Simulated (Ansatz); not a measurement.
Base system: FeCo in the CsCl type structure (space group Pm-3m, No. 221; a = 2.800 Å; ferromagnetic).

Level of theory: PBEsol (Ansatz, an electronic-structure program; PAW; 420 eV plane waves; without spin-orbit coupling).

Base values:

| Item | Value |
|---|---|
| Volume per atom | 10.98 Å³ |
| Largest site moment | 2.71 μB |

It is then changed as follows: a hydrostatic pressure of 45 GPa.

Task: What happens to the volume per atom and largest site moment?

Result: The volume per atom shrinks by 1.49 Å³ (10.98 Å³ → 9.49 Å³); the largest site moment drops by 0.23 μB to 2.48 μB.

Other magnetic orders, which the real material may have, were not ruled out. Load acts through the strain it causes; cell and atoms are relaxed under it. No phonon test of stability was made. No other phases were tried under pressure.
